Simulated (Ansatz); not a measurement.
An Ansatz (a quantum-chemistry and plane-wave program) run: Mg2Si; plane-wave PAW DFT at the PBE level (Ansatz, 420 eV), scalar-relativistic without spin-orbit coupling, earlier PAW set.

Input:

Ansatz 0.2 input:
```yaml
crystal:
  lattice:
    - [0, 3.1822124228, 3.1822124228]
    - [3.1822124228, 0, 3.1822124228]
    - [3.1822124228, 3.1822124228, 0]
  atoms:
    - { symbol: Si, position: [0, 0, 0] }
    - { symbol: Mg, position: [0.25, 0.25, 0.25] }
    - { symbol: Mg, position: [0.75, 0.75, 0.75] }
basis: { ecutwfc: 420, ecutrho_ratio: 4, xc_grid: 2, fft_grid_basis: typed }
kpoints: { mp_grid: { grid: [9, 9, 9] } }
hamiltonian:
  xc: pbe
  dispersion: none
  pseudopotentials: { azcp: { folder: ./paw }, kind: paw }
scf: { occupations: { method: fermi_dirac, width: 0.05 }, convergence: { dr2_threshold: 0.0000000003 } }
output: { forces: true, stress: true }
checkpoint: { write: state.ck, write_every: 1000 }
```

Output (explanatory and most iteration lines left out):

```
Pseudopotential: Si, paw, valence charge 4
Pseudopotential: Mg, paw, valence charge 10
Crystal: 3 atoms, lattice volume = 64.449 Å³
Basis set: ecut = 420 eV, 1243 PW (Γ), exchange–correlation on 64×64×64 points (8 copies of the dense FFT grid, shifted against one another)
Bands: 16, of which v1, the nominal top of the filled ones, is band 12 counted from 1 (11 counted from 0)
Symmetry: 48 space group operations
Space group: Fm-3m (ITA 225), of the structure as read, at distance tolerance 4.0e-5 Å
k-points: 35 of 729
Functional: x = pbe(κ = 0.804, μ = 0.2195149727645171), c = pbe(β = 0.06672455060314922)
SCF iter   1: F=—  HF=-4484.168150 eV  |F-HF|=—  |Δ(HF+E_count)|=         —  Δρ=2.87e-2  dr2=1.13e0  ethr=3.10e-3  ⟨swp⟩=5.9  Hψ=3033  notcnv=0
SCF iter   2: F=—  HF=-4483.886546 eV  |F-HF|=—  |Δ(HF+E_count)|=   2.82e-1  Δρ=1.06e-2  dr2=6.31e-2  ethr=3.10e-3  ⟨swp⟩=3.0  Hψ=1191  notcnv=0
SCF 1 converged in 7 iterations: F = -4483.892830 eV  dr2 = 6.55e-11
SCF converged after 7 iterations
Free energy (F): -4483.892830 eV
Internal energy: -4483.892326 eV  (E = F + TS)
E sigma→0 (E₀):  -4483.892578 eV
Entropy (-TS):   -0.000504 eV (-0.168 meV/atom)
Fermi energy:    5.936139 eV
--- Forces (eV/Å), atoms counted from 1 ---
  atom   1  Si    -0.00000000    -0.00000000     0.00000000
  atom   2  Mg     0.00000000    -0.00000000    -0.00000000
  atom   3  Mg     0.00000000    -0.00000000    -0.00000000
--- Stress (GPa, compression-positive) ---
       -0.005463       0.000000       0.000000
       -0.000000      -0.005463      -0.000000
       -0.000000      -0.000000      -0.005463
  P = ⅓ Tr σ = -0.0055 GPa (-0.055 kbar)
```

No phonon test of stability was made. The cell is Mg₂Si (space group Fm-3m, No. 225).
